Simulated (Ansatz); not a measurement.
Start from Cr in the bcc (W type) structure (space group Im-3m, No. 229; a = 2.8479 Å; non-magnetic).

Levels (all Ansatz, an electronic-structure program, PAW): PBE (420 eV, without spin-orbit coupling); PBEsol (420 eV, no spin-orbit coupling).

Levels that relaxed their own cell: PBE and PBEsol.

```tsv
level	lattice parameter a
PBE	2.848 Å
PBEsol	2.814 Å
```

Measured: lattice parameter a 2.877 Å (static lattice; corrected from measurement; as listed in H. Levämäki et al., Physical Review B (2014)).

Computed minus measured — lattice parameter a: PBE -1.0 %, PBEsol -2.2 % (closest: PBE).

No phonon test of stability was made. Starting moments died away, wholly or in part, for the base; another magnetic solution may exist. The final runs are not spin-polarised. Real Cr is antiferromagnetic at low temperature and ambient pressure, an order that this cell doesn't hold.
